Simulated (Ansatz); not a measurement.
System: AlP (model structure, within 0.1 Å of P6₂22, No. 180, 6 atoms in the cell). Method: LDA (Ansatz, an electronic-structure program, PAW).

Settings: plane-wave cutoff 520 eV, 18×18×8 k mesh (along the axes of the cell as run), Fermi–Dirac smearing 0.05 eV, scalar-relativistic PAW data made under PBE.

Computed at the level's own relaxed cell.

```yaml
crystal:
  lattice:
    - [3.79908, 0.00000, 0.00000]
    - [-1.89954, 3.29010, 0.00000]
    - [0.00000, 0.00000, 8.57226]
  atoms:
    - { symbol: Al, position: [0.50013, 0.00000, 0.66667] }
    - { symbol: Al, position: [0.00000, 0.50013, 0.33333] }
    - { symbol: Al, position: [0.49987, 0.49987, 0.00000] }
    - { symbol: P, position: [0.50009, 0.00000, 0.16667] }
    - { symbol: P, position: [0.00000, 0.50009, 0.83333] }
    - { symbol: P, position: [0.49991, 0.49991, 0.50000] }
```

Q: List the 15 lowest band energies at Γ above −25 eV (eV, relative to the valence band maximum), grouping those that round alike.

A: At Γ: -12.70, -11.08 (×2), -5.00 (×2), -2.34, -1.17 (×2), -0.38 (×2), -0.06, 0.00, 2.04 (×2), 2.23.

A model structure was made by putting elements into a prototype or built by hand; it is no filed structure, need not be a known phase, and can be a saddle point held by its symmetry.
